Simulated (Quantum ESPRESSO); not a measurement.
Quantum ESPRESSO run on CdPt (P4mm, 2 atoms in the cell): self-consistent single point.

Method of the run: PBEsol, SSSP 1.1.2 efficiency (PBE) pseudopotentials (plane waves; Quantum ESPRESSO).

The change in words: lattice scaled by 0.98; degauss: 0.0073499 Ry → 0.0036749 Ry; K_POINTS: automatic 7 7 6 0 0 0 → automatic 8 8 7 0 0 0. Reference geometry:
```
CELL_PARAMETERS angstrom
      2.97650     0.00000     0.00000
      0.00000     2.97650     0.00000
      0.00000     0.00000     3.83451
ATOMIC_POSITIONS crystal
  Cd 0.00000 0.00000 0.01304
  Pt 0.50000 0.50000 0.50000
```

Reference input (self-consistent single point, DFT, PBEsol, plane waves, SSSP 1.1.2 efficiency (PBE) pseudopotentials): ecutwfc = 45 Ry; ecutrho = 360 Ry; occupations = smearing; smearing = fd; degauss = 0.0073499 Ry; input_dft = pbesol; potentials = {Cd: Cd.pbe-dn-rrkjus_psl.0.3.1.UPF, Pt: pt_pbe_v1.4.uspp.F.UPF}; K_POINTS = automatic 7 7 6 0 0 0; conv_thr = 1e-11 Ry; mixing_beta = 0.4. This run's input differs from it in these lines:

```diff
@@ -10,4 +10,4 @@
   ibrav = 6
-  celldm(1) = 5.62477737
-  celldm(3) = 1.2882603215
+  celldm(1) = 5.51228197
+  celldm(3) = 1.2882603685
   nat = 2
@@ -18,3 +18,3 @@
   smearing = 'fd'
-  degauss = 0.0073499
+  degauss = 0.0036749
   input_dft = 'pbesol'
@@ -32,3 +32,3 @@
 K_POINTS automatic
-7 7 6  0 0 0
+8 8 7  0 0 0
```

Output (repeated stretches shortened):

```
     Self-consistent Calculation

     iteration #  1     ecut=    45.00 Ry     beta= 0.40

     negative rho (up, down):  1.758E-01 0.000E+00

     total energy              =    -331.95349210 Ry
     estimated scf accuracy    <       0.97608285 Ry

     iteration #  2     ecut=    45.00 Ry     beta= 0.40

     negative rho (up, down):  1.767E-01 0.000E+00

     total energy              =    -332.20002187 Ry
     estimated scf accuracy    <       0.17315675 Ry

     iteration #  3     ecut=    45.00 Ry     beta= 0.40

     negative rho (up, down):  1.757E-01 0.000E+00

     total energy              =    -332.23346165 Ry
     estimated scf accuracy    <       0.00418698 Ry

   [... 8 blocks of this kind left out ...]

     iteration # 12     ecut=    45.00 Ry     beta= 0.40

     negative rho (up, down):  1.745E-01 0.000E+00

     total energy              =    -332.23451716 Ry
     estimated scf accuracy    <          1.8E-11 Ry

     iteration # 13     ecut=    45.00 Ry     beta= 0.40

     negative rho (up, down):  1.745E-01 0.000E+00
     End of self-consistent calculation

     the Fermi energy is    18.1587 ev

!    total energy              =    -332.23451716 Ry
     estimated scf accuracy    <          6.9E-13 Ry
     smearing contrib. (-TS)   =      -0.00040485 Ry
     internal energy E=F+TS    =    -332.23411231 Ry

     convergence has been achieved in  13 iterations

     negative rho (up, down):  1.745E-01 0.000E+00

     Forces acting on atoms (cartesian axes, Ry/au):

     atom    1 type  1   force =     0.00000000    0.00000000   -0.01953525
     atom    2 type  2   force =     0.00000000    0.00000000    0.01953525

     Total force =     0.027627     Total SCF correction =     0.000001

     negative rho (up, down):  1.745E-01 0.000E+00
          total   stress  (Ry/bohr**3)                   (kbar)     P=       70.10
   0.00044725   0.00000000   0.00000000           65.79        0.00        0.00
   0.00000000   0.00044725   0.00000000            0.00       65.79        0.00
   0.00000000   0.00000000   0.00053516            0.00        0.00       78.73

   JOB DONE.
```

The run converged in 13 iterations. Against the reference run the free energy goes up by 16.9 meV/atom, the pressure goes from -3.90 to 7.01 GPa and the largest force goes from 0.371 to 0.502 eV/Å. The full log also holds: “c_bands:  1 eigenvalues not converged”.

The starting cell comes from a database of computed structures (which also holds hypothetical and non-ambient phases and stackings), without a prior relaxation at this level. Its lattice was rescaled by up to half a per cent. One atom was moved a little off its site on purpose. For this run, on top of that: lattice scaled by 0.98. Spin-orbit coupling is off. Spin polarisation is off. With a pressure of about 7 GPa the cell is away from its equilibrium volume at this level.

Cost on one core of a shared machine: roughly 40 s.
